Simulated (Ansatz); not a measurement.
## Response to strain in Pd

Base system: Pd in the fcc (Cu type) structure (space group Fm-3m, No. 225; a = 3.9104 Å; relaxed with 0.1 eV smearing).

Strains are applied to the cell and any free atomic positions relax.

All numbers come from Ansatz (an electronic-structure program) r2SCAN, no spin-orbit coupling.

Notes on the quantities. energy relative to the base: free energy F.

```
variant                   volume per atom  energy relative to the base  pressure
------------------------  ---------------  ---------------------------  --------
base                             14.95 Å³                   0 meV/atom   0.0 GPa
isotropic strain −3.00 %         13.64 Å³                 +80 meV/atom  21.5 GPa
isotropic strain −2.50 %         13.86 Å³                 +54 meV/atom  17.2 GPa
isotropic strain −2.00 %         14.07 Å³                 +34 meV/atom  13.1 GPa
isotropic strain −1.50 %         14.29 Å³                 +19 meV/atom   9.4 GPa
isotropic strain −1.00 %         14.50 Å³                +8.1 meV/atom   6.0 GPa
isotropic strain −0.50 %         14.73 Å³                +2.0 meV/atom   2.9 GPa
```

No phonon test of stability was made. The final runs are not spin-polarised. Pd has a high density of states at the Fermi level and may be magnetic at this level.
